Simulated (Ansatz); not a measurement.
Start from GaAs in the zinc blende structure (space group F-43m, No. 216; a = 5.6667 Å).

Calculations: r2SCAN (Ansatz, a program for electronic structure, PAW, spin-orbit coupling left out).

For the base:

```
Item                                 Value
-------------  ---------------------------
Hole mass      0.050, 0.34, 0.34 mₑ (at Γ)
Band gap                           0.96 eV
Gap character                  direct at Γ
Pressure                          0.00 GPa
```

The change: every lattice vector is shortened by 3.00 %, atoms relaxed at fixed cell.

### Question
How does this affect the energy relative to the base?

### Answer
The energy goes up by 46 meV/atom.

### Question
Predict the new hole mass.

### Answer
The hole mass (degenerate bands, along [100]) changes from 0.050, 0.34, 0.34 mₑ (at Γ) to 0.081, 0.31, 0.31 mₑ (at Γ).

### Question
What does the calculation give for the band gap after the change?

### Answer
The band gap rises by 0.61 eV to 1.57 eV.

### Question
What happens to the gap character?

### Answer
The gap character changes from direct at Γ to indirect, Γ → Γ–X (87 % along).

### Question
Estimate the effect on the pressure.

### Answer
The pressure goes from zero to 8.14 GPa.

The cells carry an imposed strain or load. Masses are band curvatures over ±0.01 Å⁻¹ around the edge. Stability against distortions was not tested.
